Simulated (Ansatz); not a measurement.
Ca₂Sn (Fm-3m, No. 225, 3 atoms in the cell; start mp-1009730) was calculated with PBE0 (Ansatz, a first-principles code, plane waves, PAW).

Numerical settings: plane-wave cutoff 460 eV, 6×6×6 k mesh, Fermi–Dirac smearing 0.01 eV, scalar-relativistic PAW data made under PBE.

Cell (relaxed with PBEsol):

Ca2Sn is taken in the cubic space group Fm-3m (No. 225), Pearson symbol cF12. Cell: a = b = c = 7.4700 Å, α = β = γ = 90.00°. Ca on 8c has 4 Sn at 3.235 Å and 6 Ca at 3.735 Å. Sn on 4a is surrounded by 8 Ca at 3.235 Å (cubic). (Neighbours: up to the widest gap in distance over summed covalent radii, below 1.35, at either atom.)
(The calculation used a cell of 3 atoms; values per cell refer to that cell.)

Problem. Predict the band gap, smallest direct gap on the k points sampled and Γ–Γ gap.

Solution. 
band gap: 1.65 eV
smallest direct gap on the k points sampled: 1.80 eV
Γ–Γ gap: 3.18 eV

Note: cell and atoms aren't relaxed at this level (pressure 1.3 GPa).

Spin–orbit coupling is not included.

The computed numbers hold no vibrational or temperature effects.

Cost on a shared machine: around 2.5 core-minutes (rough).

A start named mp-… is a Materials Project structure, which need not be a measured phase.
